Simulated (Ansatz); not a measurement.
Pressure series in hypothetical zinc blende PbS

Start from PbS in the zinc blende structure (space group F-43m, No. 216; a = 6.648 Å; a hypothetical phase, not in the database extracts checked).

Cell and atoms are relaxed at each pressure.

Computed with PBE (Ansatz, a first-principles code), no spin-orbit coupling.

Notes on the quantities. enthalpy: H = E + PV relative to the base's energy.

```csv
variant,enthalpy,electron mass,shortest interatomic distance,band gap,density
base,–,"1.8 mₑ along k, 0.37 mₑ across (at X)",287.9 pm,0.84 eV,5.41 g/cm³
pressure −2 GPa,-0.47 eV/atom,"2.0 mₑ along k, 0.39 mₑ across (at X)",294.2 pm,0.98 eV,5.07 g/cm³
pressure −1 GPa,-0.23 eV/atom,"1.9 mₑ along k, 0.38 mₑ across (at X)",290.8 pm,0.91 eV,5.25 g/cm³
pressure 0.3 GPa,+0.07 eV/atom,"1.8 mₑ along k, 0.37 mₑ across (at X)",287.0 pm,0.83 eV,5.46 g/cm³
pressure 0.7 GPa,+0.16 eV/atom,"1.8 mₑ along k, 0.37 mₑ across (at X)",286.0 pm,0.80 eV,5.51 g/cm³
pressure 1.5 GPa,+0.34 eV/atom,"1.8 mₑ along k, 0.36 mₑ across (at X)",284.1 pm,0.75 eV,5.63 g/cm³
pressure 3 GPa,+0.66 eV/atom,"1.7 mₑ along k, 0.36 mₑ across (at X)",280.9 pm,0.66 eV,5.82 g/cm³
pressure 5 GPa,+1.08 eV/atom,"1.7 mₑ along k, 0.35 mₑ across (at X)",277.3 pm,0.54 eV,6.05 g/cm³
pressure 7.5 GPa,+1.58 eV/atom,"1.6 mₑ along k, 0.34 mₑ across (at X)",273.4 pm,0.40 eV,6.32 g/cm³
pressure 10 GPa,+2.06 eV/atom,"1.5 mₑ along k, 0.33 mₑ across (at X)",270.0 pm,0.27 eV,6.55 g/cm³
```

With Pb present, leaving out spin-orbit coupling can change the band edges. Load acts through the strain it causes; cell and atoms are relaxed under it. Effective masses come from finite differences of ±0.01 Å⁻¹. Along k means along the line from Γ to the band edge. Stability against distortions was not tested. Competing high-pressure phases were not computed. The zero or small gap of PbS under pressure 10 GPa can change with the level of theory.
